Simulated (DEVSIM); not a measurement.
Device: Schottky contact on n-type GaP, at 300 K.

Layer 1 from the left is GaP, thickness (μm) 3.80, Nd (cm⁻³) 1.1e16, τn (s) 2.1e-6, τp (s) 2.1e-6. Layer 2 from the left is GaP, thickness (μm) 0.640, Nd (cm⁻³) 1.9e18, τn (s) 2.1e-6, τp (s) 2.1e-5.

Left contact: Schottky, work function 5.51 eV, emission velocity 3.5e6 cm/s. Right contact: ohmic. Voltage is applied to the left contact. Recombination: SRH at mid-gap, radiative, Auger. Mobility is μmin + (μ − μmin)/(1 + (N/Nref)^α).

Constants are typed, rounded textbook-type inputs, not results; the design itself was drawn at random and stands for no fabricated device. Values at 300 K.

GaP: gap (eV) 2.26, affinity (eV) 3.8, permittivity 11.1, Nc (cm⁻³) 1.8e19, Nv (cm⁻³) 1.9e19, μn (cm²/Vs) 250, μp (cm²/Vs) 150, μn,min 10, μp,min 10, Nref,n 4.4e18, Nref,p 1e18, αn 0.8, αp 0.85, B (cm³/s) 1e-13, Cn (cm⁶/s) 1e-30, Cp (cm⁶/s) 1e-30.

Model (solved in DEVSIM): 1D drift-diffusion, Boltzmann statistics, complete ionisation; no tunnelling, impact ionisation, image-force lowering or self-heating. Metal contacts follow the ideal Schottky-Mott rule: no Fermi-level pinning, no interface dipoles.

Task: What does the simulation give for the dark forward voltage at 1 A/cm², the potential step across the device at zero bias?

Result: dark forward voltage at 1 A/cm² 1.306 V; potential step across the device at zero bias 1.652 V.
